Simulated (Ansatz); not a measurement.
**KSrCl$_{3}$ in the cubic perovskite structure (space group Pm-3m, No. 221; a hypothetical phase, not in the database extracts checked)**

KSrCl3 has the cubic space group Pm-3m (No. 221), the cubic perovskite structure, Pearson symbol cP5. Conventional cell: a = b = c = 5.6363 Å, α = β = γ = 90.00°. K on 1a sees 12 Cl at 3.986 Å (cuboctahedral). Sr on 1b has 6 Cl at 2.818 Å (octahedral). Cl on 3c has 2 Sr at 2.818 Å and 4 K at 3.986 Å (octahedral). (Neighbours: up to the widest gap in distance over summed covalent radii, below 1.35, at either atom; cation-cation and far metal-metal contacts left out.)

Level of theory: Ansatz (a program for electronic structure) r2SCAN, no spin-orbit coupling. Γ-centred 6×6×6 mesh, Fermi–Dirac width 0.05 eV.

```yaml
volume_per_atom: 35.81 Å³
density: 2.16 g/cm³
band_gap: 5.19 eV, indirect, R → Γ
electron_mass: 0.49 mₑ
Lowest conduction-band minima above the VBM: Γ 5.19 eV
total_energy: -1672.127 eV/atom (σ→0; compares only within this code and set-up)
```

Effective masses come from finite differences of ±0.01 Å⁻¹. Whether these cells are dynamically stable was not tested. Many cubic perovskites are stable only at high temperature; tilts and polar distortions were not tested.
